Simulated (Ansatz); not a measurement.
Start from a 16-atom supercell of BN in the wurtzite structure (space group P6_3mc, No. 186) at its relaxed geometry.

```
BN
1.0
    5.10816     0.00000     0.00000
   -2.55408     4.42380     0.00000
    2.55408     4.42380     4.22393
B N
8 8
Direct
  0.33342   0.16675   0.99992
  0.33342   0.66675   0.99992
  0.83342   0.16675   0.99992
  0.83342   0.66675   0.99992
  0.66675   0.83342   0.49992
  0.66675   0.33342   0.49992
  0.16675   0.83342   0.49992
  0.16675   0.33342   0.49992
  0.70805   0.54138   0.62528
  0.70805   0.04138   0.62528
  0.20805   0.54138   0.62528
  0.20805   0.04138   0.62528
  0.04138   0.20805   0.12528
  0.04138   0.70805   0.12528
  0.54138   0.20805   0.12528
  0.54138   0.70805   0.12528
```

Method: PBE, PAW, 420 eV (Ansatz, a program for electronic structure; no SOC), earlier PAW set.

For the base:

- Pressure: 0.0 GPa
- Mean distance from the defect site to its nearest host atoms: 1.57 Å

Perturbation: one N atom is removed, atoms relaxed at fixed cell, starting from a slightly rattled geometry.

Q: Estimate the effect on the pressure.

A: The pressure goes from zero to -0.8 GPa.

Q: What does the calculation give for the largest displacement of a host atom from its site in the perfect cell after the change?

A: The largest displacement of a host atom from its site in the perfect cell amounts to 0.13 Å.

Q: Predict the new mean distance from the defect site to its nearest host atoms.

A: The mean distance from the defect site to its nearest host atoms rises by 0.11 Å (1.57 Å → 1.68 Å).

Other magnetic orders, which the real material may have, were not ruled out. The cell is small, so the values are those of an ordered compound at a high defect concentration; dilute-limit values will differ. The mesh was chosen for an insulator and is coarse for the gapless case. Starting moments died away, wholly or in part, for N vacancy; another magnetic solution may exist. The defect cell is spin-polarised and ends with 0.2 μB, a fractional moment that hangs on the mesh and smearing.
